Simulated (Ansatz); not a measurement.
Cell and atoms of amorphous Hf$_{18}$O$_{41}$P$_{2}$:

```
CELL_PARAMETERS angstrom
      9.38134     0.01231     0.10715
      0.01231     9.42167     0.07715
      0.10715     0.07715     8.92120
ATOMIC_POSITIONS crystal
  Hf 0.88208 0.37408 0.81573
  Hf 0.48005 0.70112 0.35519
  Hf 0.47903 0.48640 0.64772
  Hf 0.74960 0.98270 0.94842
  Hf 0.30606 0.35023 0.25931
  Hf 0.55221 0.29392 0.97105
  Hf 0.82011 0.65799 0.59698
  Hf 0.35666 0.85458 0.75362
  Hf 0.01122 0.31198 0.43971
  Hf 0.61340 0.64280 0.98524
  Hf 0.01313 0.75070 0.93951
  Hf 0.96913 0.99091 0.65302
  Hf 0.29506 0.01999 0.43932
  Hf 0.14038 0.14061 0.03449
  Hf 0.65650 0.42006 0.32480
  Hf 0.41901 0.94096 0.09862
  Hf 0.62190 0.14201 0.63745
  Hf 0.22036 0.47512 0.89725
  O  0.06775 0.29604 0.89621
  O  0.42820 0.70923 0.60589
  O  0.28280 0.00009 0.92739
  O  0.51535 0.30532 0.20871
  O  0.71781 0.43058 0.99257
  O  0.62037 0.33870 0.53626
  O  0.48657 0.27263 0.76078
  O  0.23961 0.53851 0.14660
  O  0.46694 0.92048 0.33335
  O  0.64349 0.60439 0.20813
  O  0.44728 0.02238 0.61039
  O  0.98432 0.06892 0.41512
  O  0.25373 0.22789 0.44737
  O  0.26987 0.45759 0.68864
  O  0.45352 0.51039 0.90265
  O  0.24761 0.73568 0.34627
  O  0.09620 0.51709 0.37672
  O  0.84119 0.99615 0.18698
  O  0.44542 0.73377 0.12285
  O  0.71368 0.08038 0.42620
  O  0.79299 0.77543 0.98681
  O  0.18215 0.93838 0.61630
  O  0.95701 0.77603 0.71749
  O  0.57792 0.07905 0.05104
  O  0.31275 0.28874 0.02348
  O  0.85393 0.85061 0.44529
  O  0.84667 0.34059 0.32073
  O  0.10149 0.26971 0.21584
  O  0.22265 0.71396 0.87419
  O  0.69128 0.58920 0.75897
  O  0.41741 0.48977 0.39962
  O  0.65215 0.60804 0.47235
  O  0.75398 0.97532 0.71653
  O  0.98245 0.99495 0.90768
  O  0.91730 0.47081 0.60576
  O  0.53529 0.85319 0.88813
  O  0.73470 0.20348 0.85035
  O  0.99826 0.54499 0.90426
  O  0.04062 0.71577 0.17368
  O  0.24801 0.03307 0.21126
  O  0.94855 0.21016 0.64871
  P  0.15148 0.63221 0.26333
  P  0.84048 0.99692 0.35768
```

Methods: PBE, scalar-relativistic without spin-orbit coupling (Ansatz, a quantum-chemistry and plane-wave program); r2SCAN, scalar-relativistic without spin-orbit coupling (Ansatz); HSE06, scalar-relativistic without spin-orbit coupling (Ansatz). Neutral PBE cell, which sets geometry, pressure and energy: sampling: a 2×2×2 Γ-centred mesh; Fermi-Dirac width 0.02 eV; no spin polarisation. Exact exchange is cut at the faces of this 9 Å cell, which leaves hybrid gaps a finite-size error.

The cell was made by melting and quenching with the CHGNet potential and then relaxed with DFT. O atoms were pushed apart under 1.9 Å during the dynamics, to hinder bonds among them. The hot cell started wider than the set density and was brought back towards it in steps. It is the lowest in DFT energy of 2 quenches. It is a model cell: composition and starting density were chosen by hand, and all elements were melted together. No dispersion term was used. Its density started from a set value of 8.17 and ended at 8.28 g/cm³. Cooling (nominally 450 K/ps over its main leg) ran many orders faster than in experiment, which tends to leave more defects and strain. Values belong to this one cell and scatter from quench to quench. Volume and shape were free in the relaxation.

Q: Give the pressure and the spacing of the highest filled and lowest empty levels.

A: 
The pressure on a 2×2×2 Γ-centred mesh is 0.05 GPa. The largest force and stress component on that mesh (the relaxation ran on the zone centre alone) is 0.12 eV/Å and 0.1 GPa, the level gap on a 2×2×2 Γ-centred mesh (PBE) comes out as 3.83 eV and the level gap at the zone centre (PBE) comes out as 3.92 eV. The level gap at the zone centre (r2SCAN) is 4.39 eV and the level gap at the zone centre (HSE06) is 5.55 eV. The distance between the nearest levels spread over more than a fifth of the atoms or a third of the atoms of their main element (six at least) (PBE, zone centre) is 4.24 eV.

Q: At PBE and the zone centre, how localised are the states just below and above the Fermi level (participation number: the atoms over which a state spreads)?

A: The highest filled state is spread over 3.5 atoms' worth, largest on O46, with weights by element (charge in smoothed Voronoi cells) O 0.96, Hf 0.04, P 0.00. The lowest empty state is spread over 14.7 atoms' worth, largest on Hf4, with weights by element (charge in smoothed Voronoi cells) Hf 0.60, O 0.39, P 0.01.

At PBE the levels at the filled edge of the gap are localised (band-tail or defect states), and the nearest spread-out levels lie 4.2 eV apart at the zone centre.

Bonds are counted up to Hf-Hf 3.34 Å, Hf-O 2.60 Å, Hf-P 2.85 Å, O-O 1.58 Å, O-P 2.08 Å, P-P 2.50 Å. Two cations that share two anions don't count as bonded, nor two that share one unless they lie closer than Hf-Hf 3.25 Å, Hf-P 2.77 Å, P-P 2.29 Å.

Added carriers, by Ansatz with PBE, scalar-relativistic without spin-orbit coupling on the zone centre alone. Charged cells keep the cell fixed and stand in a uniform background, with no image correction, at a width of 0.01 eV; where the count is odd the moment is locked at 1 μB, unless the neutral cell bore moments. Each starts from the undistorted neutral geometry alone. PBE's self-interaction favours spread-out carriers, so it can miss traps that a hybrid finds.

Q: What happens at PBE when the cell takes an extra electron and the atoms relax?

A: Relaxation lowers the charged cell by 0.28 eV. The largest moves are O44 0.32 Å, Hf12 0.19 Å, O55 0.16 Å, O30 0.15 Å. The level that holds the added charge spreads over 10.1 atoms' worth, most on Hf4 (weight 0.20): a partly localised carrier. Bonds broken: Hf12-O44. Made neutral again at that geometry, the cell lies +0.52 eV from the neutral start.

Q: What happens at PBE when the cell takes a hole and the atoms relax?

A: Relaxation lowers the charged cell by 0.21 eV. The largest moves are O19 0.15 Å, Hf9 0.13 Å, Hf14 0.13 Å, O31 0.12 Å. The level that was emptied spreads over 2.9 atoms' worth, most on O46 (weight 0.57): a localised (trapped) carrier, which neighbours of that atom can share. No bond crosses its cut-off with a change of over 0.15 Å (metal-metal contacts aside). Made neutral again at that geometry, the cell lies +0.68 eV from the neutral start.
